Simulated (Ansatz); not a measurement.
Base system: WC (space group P-6m2, No. 187; a = 2.884 Å, c = 2.812 Å; relaxed with 0.1 eV smearing). Axes: x lies along a and z along c of the hexagonal cell.

The values are results of LDA (Ansatz, a quantum-chemistry and plane-wave program), scalar-relativistic without spin-orbit coupling, not measurements.

Now apply this change: uniaxial strain ε_zz = +2.50 %, all other strain components held at zero, atoms relaxed at fixed cell.

Task: What happens to the stress and energy relative to the base?

Result: The stress (xx, yy, zz, yz, xz, xy; compression positive) is (-4.5, -4.5, -23.5, 0.0, 0.0, 0.0) GPa; the energy rises by 19 meV/atom.

No phonon test of stability was made. All final runs are without spin polarisation.
